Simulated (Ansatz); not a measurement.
Consider Zr in the hcp (Mg type) structure (space group P6_3/mmc, No. 194; a = 3.1825 Å, c = 5.1235 Å; relaxed with 0.1 eV smearing).

Method: Ansatz (a first-principles code), PBEsol, PAW, cutoff 420 eV, no spin-orbit coupling.

Before the change:

```
Quantity    Value
--------  -------
Pressure  0.0 GPa
Band gap     zero
```

Now apply this change: the cell is scaled by 0.9950 in all directions, atoms relaxed at fixed cell.

Predict the new pressure.

The pressure (mean of the normal stresses, compression positive) goes from zero to 1.5 GPa.

Predict the new band gap.

The band gap is still zero.

The cells carry an imposed strain or load. Whether these cells are dynamically stable was not tested. All final runs are without spin polarisation.
